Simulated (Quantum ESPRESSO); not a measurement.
Sensitivity of a calculation on Al2O3 (R-3c, 10 atoms in the cell) to its settings

```xyz
10
Lattice="2.3847 -1.3768 4.3397 0.0000 2.7537 4.3397 -2.3847 -1.3768 4.3397" Properties=species:S:1:pos:R:3 pbc="T T T"
Al     0.0000     0.0000     1.9255
Al     0.0000     0.0000    11.0937
Al     0.0000     0.0000     4.5841
Al     0.0000     0.0000     8.4351
O      1.6547    -0.1123     7.5945
O     -1.6547     0.1123     5.4247
O     -0.7301     1.4891     7.5945
O      0.7301    -1.4891     5.4247
O     -0.9246    -1.3768     7.5945
O      0.9246     1.3768     5.4247
```

Base run A: PBE, PseudoDojo standard norm-conserving (PBE) pseudopotentials (Quantum ESPRESSO 7.5), self-consistent single point.

Its settings: ecutwfc = 85 Ry; occupations = smearing; smearing = gauss; degauss = 0.00147 Ry; potentials = {Al: Al.upf, O: O.upf}; K_POINTS = automatic 4 4 4 0 0 0; conv_thr = 1e-08 Ry; mixing_beta = 0.3.

The starting cell comes from a database of computed structures (which also holds hypothetical and non-ambient phases and stackings), without a prior relaxation at this level. Its lattice was rescaled by a random factor within 2.5 % of one. In the base run, with a pressure of about 5 GPa the cell is away from its equilibrium volume at this level.

ΔF is the free energy per atom less that of run A. A dash stands where there is no value to compare (another energy zero or no entropy term, no result, no spin, no clean gap, or a mesh too coarse for one). Total energies depend on the potentials, the functional and any Hubbard or dispersion term, so they are compared only between runs that share all of them.

Runs G sample the zone with one or two k-points, far too few for so small a cell.

```tsv
run	change	ΔF (meV/atom)	pressure (GPa)	largest force (eV/Å)	k-points
A	base	0.00	4.64	0.023	13
B	nosym: default → true	0.00	4.66	0.023	36
C	conv_thr: 1e-08 Ry → 0.0073 Ry	0.42	6.54	0.067	13
D	vdw_corr: default → grimme-d3; dftd3_version: default → 3; dftd3_threebody: default → false [PBE-D3(0)]	–	1.40	0.042	13
E	occupations: smearing → fixed; smearing: gauss → default; degauss: 0.00147 Ry → default; nbnd: default → 32	0.00	4.63	0.023	13
F	K_POINTS: automatic 4 4 4 0 0 0 → automatic 9 9 9 0 0 0	-0.02	4.65	0.023	85
G	K_POINTS: automatic 4 4 4 0 0 0 → automatic 1 1 1 1 1 1	-194.4	0.06	0.201	1
H	nbnd: default → 24	0.00	4.64	0.023	13
I	ecutwfc: 85 Ry → 128 Ry	-0.43	4.66	0.023	13
J	mixing_beta: 0.3 → 0.8	0.00	4.65	0.023	13
K	mixing_ndim: default → 4	0.00	4.65	0.023	13
L	diago_david_ndim: default → 4	0.00	4.64	0.023	13
```

Run D against A: The pressure goes from 4.64 to 1.40 GPa, the largest force goes from 0.023 to 0.042 eV/Å and the gap on the mesh stays at 6.207 eV.

Run G against A: The free energy falls by 194 meV/atom, the pressure goes from 4.64 to 0.06 GPa and the largest force goes from 0.023 to 0.201 eV/Å.

Run C against A: The free energy stays essentially unchanged (within 1 meV/atom), the pressure goes from 4.64 to 6.54 GPa, the largest force goes from 0.023 to 0.067 eV/Å and the gap on the mesh moves little (6.207 to 6.215 eV).
